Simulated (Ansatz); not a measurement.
# A computed series for TiAl: response to strain

Consider TiAl (space group P4/mmm, No. 123; a = 2.796 Å, c = 4.038 Å; relaxed with 0.1 eV smearing).

Strains are applied to the cell and any free atomic positions relax.

Method: plane-wave PAW DFT at the PBEsol level (Ansatz, a program for electronic structure, 420 eV), without spin-orbit coupling.

Candidates:
(a) isotropic strain +1.50 %
(b) isotropic strain −2.00 %
(c) isotropic strain +2.50 %

Notes on the quantities. energy relative to the base: free energy F.

Order them by energy relative to the base, highest first.

(c) isotropic strain +2.50 % (+31 meV/atom), (b) isotropic strain −2.00 % (+23 meV/atom), (a) isotropic strain +1.50 % (+11 meV/atom)

No phonon test of stability was made. The final runs are not spin-polarised.
